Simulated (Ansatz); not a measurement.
This Ansatz (a program for electronic structure) input is the reference run, RbBr in the rock salt structure (space group Fm-3m, No. 225), computed with PBEsol/PAW in Ansatz, without spin-orbit coupling:

Ansatz 0.2 input:
```yaml
crystal:
  lattice:
    - [0, 3.4216394708, 3.4216394708]
    - [3.4216394708, 0, 3.4216394708]
    - [3.4216394708, 3.4216394708, 0]
  atoms:
    - { symbol: Rb, position: [0, 0, 0] }
    - { symbol: Br, position: [0.5, 0.5, 0.5] }
basis: { ecutwfc: 420, ecutrho_ratio: 4, xc_grid: 2, fft_grid_basis: typed }
kpoints: { mp_grid: { grid: [8, 8, 8] } }
hamiltonian:
  xc: pbesol
  dispersion: none
  pseudopotentials: { kind: paw }
scf: { occupations: { method: fermi_dirac, width: 0.05 }, convergence: { dr2_threshold: 0.0000000002 } }
output: { forces: true, stress: true }
checkpoint: { write: state.ck, write_every: 1000 }
```

### Question
Write the input for this change: biaxial strain +1.00 %, plane normal [001], relaxed out of plane (Cartesian); in-plane vectors clamped, the third vector and the atoms free.

### Answer
Ansatz 0.2 input:
```yaml
crystal:
  lattice:
    - [4.8873182346, 0, 0]
    - [0, 4.8873182346, 0]
    - [2.4436591173, -2.4436591173, 3.4045312734]
  atoms:
    - { symbol: Rb, position: [0, 0, 0] }
    - { symbol: Br, position: [0.5, 0.5, 1] }
basis: { ecutwfc: 420, ecutrho_ratio: 4, xc_grid: 2, fft_grid_basis: typed }
kpoints: { mp_grid: { grid: [8, 8, 8] } }
hamiltonian:
  xc: pbesol
  dispersion: none
  pseudopotentials: { kind: paw }
scf: { occupations: { method: fermi_dirac, width: 0.05 } }
relax: { f_tol: 0.005, max_steps: 50, cell: { stress_tol: 0.01, fix: [a, b, gamma] } }
output: { forces: true, stress: true }
checkpoint: { write: state.ck, write_every: 1000 }
```
This is the input that was run; other choices of cell and start would serve too.

Whether these cells are dynamically stable was not tested.
